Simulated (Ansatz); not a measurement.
Take Cs3AuS in the anti-perovskite structure (space group Pm-3m, No. 221; a = 6.542 Å; a hypothetical phase, not in the database extracts checked) as the base.

The values are results of PBEsol (Ansatz, a first-principles code), spin-orbit coupling left out, not measurements.

Base values:

| Item | Value |
|---|---|
| Smallest direct gap | 1.13 eV |
| Band gap | 1.03 eV |
| Lattice parameter a | 654.2 pm |

One thing is altered: cell and atoms relaxed at a pressure of 3 GPa.

Problem. What happens to the smallest direct gap?

Solution. The smallest direct gap drops by 0.46 eV, from 1.13 eV to 0.67 eV.

Problem. What happens to the band gap?

Solution. The band gap decreases by 0.51 eV (1.03 eV → 0.52 eV).

Problem. How does this affect the lattice parameter a?

Solution. The lattice parameter a drops by 41.43 pm, from 654.2 pm to 612.7 pm.

Spin-orbit coupling, missing from the scalar runs, can matter with Au. Load acts through the strain it causes; cell and atoms are relaxed under it. Whether these cells are dynamically stable was not tested.
